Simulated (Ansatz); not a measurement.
A computed series for AlAs: response to strain

Start from AlAs in the zinc blende structure (space group F-43m, No. 216; a = 5.674 Å). Axes: x, y, z lie along the cube axes.

Strains are applied to the cell and any free atomic positions relax; under biaxial strain the out-of-plane vector relaxes too.

The values are results of PBEsol (Ansatz, an electronic-structure program; PAW; 420 eV plane waves; no SOC), earlier PAW set, not measurements.

Candidates:
(a) strain tensor (xx, yy, zz, yz, xz, xy) = (+1.63, +2.45, +0.69, −0.32, +1.10, +1.36) %
(b) tensor shear ε_xz = −3.35 %
(c) biaxial strain −4.64 %, plane normal [111], relaxed out of plane
(d) biaxial strain +1.66 %, plane normal [001], relaxed out of plane
(e) biaxial strain +0.38 %, plane normal [001], relaxed out of plane

Base values:

The smallest direct gap is 1.91 eV.

### Question
Order them by smallest direct gap, lowest first.

### Answer
(a) strain tensor (xx, yy, zz, yz, xz, xy) = (+1.63, +2.45, +0.69, −0.32, +1.10, +1.36) % (1.38 eV), (b) tensor shear ε_xz = −3.35 % (1.47 eV), (d) biaxial strain +1.66 %, plane normal [001], relaxed out of plane (1.68 eV), (c) biaxial strain −4.64 %, plane normal [111], relaxed out of plane (1.81 eV), (e) biaxial strain +0.38 %, plane normal [001], relaxed out of plane (1.86 eV)

Gaps are read on the SCF mesh and a high-symmetry path. Stability against distortions was not tested.
